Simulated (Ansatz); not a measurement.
## A computed series for SrTiO3: pressure series

The reference is SrTiO$_{3}$ in the cubic perovskite structure (space group Pm-3m, No. 221; a = 3.9365 Å).

Cell and atoms are relaxed at each pressure.

Level of theory: Ansatz (an electronic-structure program) PBE, scalar-relativistic without spin-orbit coupling, earlier PAW set.

```json
[
 {"P (GPa)": "-2.00", "V (Å³/atom)": "12.348"},
 {"P (GPa)": "-1.00", "V (Å³/atom)": "12.273"},
 {"P (GPa)": "0.29", "V (Å³/atom)": "12.180"},
 {"P (GPa)": "0.69", "V (Å³/atom)": "12.152"},
 {"P (GPa)": "1.48", "V (Å³/atom)": "12.097"},
 {"P (GPa)": "5.00", "V (Å³/atom)": "11.869"},
 {"P (GPa)": "10.00", "V (Å³/atom)": "11.579"}
]
```

**Question.** Fit a third-order Birch–Murnaghan equation of state.

**Answer.** Least squares on P(V) = (3B₀/2)[(V₀/V)^(7/3) − (V₀/V)^(5/3)]·[1 + (3/4)(B₀′ − 4)((V₀/V)^(2/3) − 1)] gives V₀ = 12.20 Å³/atom, B₀ = 171 GPa and B₀′ = 4.4.

Measured bulk modulus of SrTiO3: 172.1 GPa (room temperature; as listed in Mael Guennou et al., Physical Review B (2010)); the computed value is for a static lattice, so the two differ by thermal effects too.

Between the base and pressure 10 GPa the gap moves from 1.85 eV to 1.95 eV, a mean slope of 10 meV/GPa.

Load acts through the strain it causes; cell and atoms are relaxed under it. Whether these cells are dynamically stable was not tested. Competing high-pressure phases were not computed. All final runs are without spin polarisation. Many cubic perovskites are stable only at high temperature; tilts and polar distortions were not tested.
